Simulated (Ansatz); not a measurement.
# A computed series for SrCoO3: element substitutions

Start from SrCoO3 in the cubic perovskite structure (space group Pm-3m, No. 221; ferromagnetic).

```
SrCoO3
1.0
    3.76939     0.00000     0.00000
    0.00000     3.76939     0.00000
    0.00000     0.00000     3.76939
Sr Co O
1 1 3
Direct
  0.00000   0.00000   0.00000
  0.50000   0.50000   0.50000
  0.50000   0.50000   0.00000
  0.00000   0.50000   0.50000
  0.50000   0.00000   0.50000
```

Each row replaces one element on all its sites; cell and atoms are relaxed.

Method: plane-wave PAW DFT at the PBEsol level (Ansatz, a program for electronic structure, 420 eV), spin-orbit coupling left out.

Before the change:

```
Item               Result
---------------  --------
Volume per atom  10.71 Å³
```

Problem. The aim is a volume per atom between 8.75 Å³ and 9.75 Å³. Which of these changes reaches it?
(A) Co → As
(B) Sr → Be
(C) O → Te

Solution. B, Sr → Be. It gives 9.25 Å³; O → Te gives 26.75 Å³; Co → As gives 12.06 Å³. Changes not listed may reach it too

Whether these cells are dynamically stable was not tested. As relaxed here, SrCoTe3 and BeCoO3 are hypothetical phases, not in the database extracts checked. For SrAsO3 in this form, whether it has been made was not checked. Seeded moments were not kept for O → Te. No Hubbard U is applied and the magnetic state is the run's own (SrCoO3 ferromagnetic; BeCoO3 ferromagnetic); other magnetic orders, which need larger cells, were not tried and can change the gap. Spin-polarised in the final run: SrCoTe3, base and BeCoO3; the other runs are not. An odd electron count without spin: SrAsO3. Many cubic perovskites are stable only at high temperature; tilts and polar distortions were not tested.
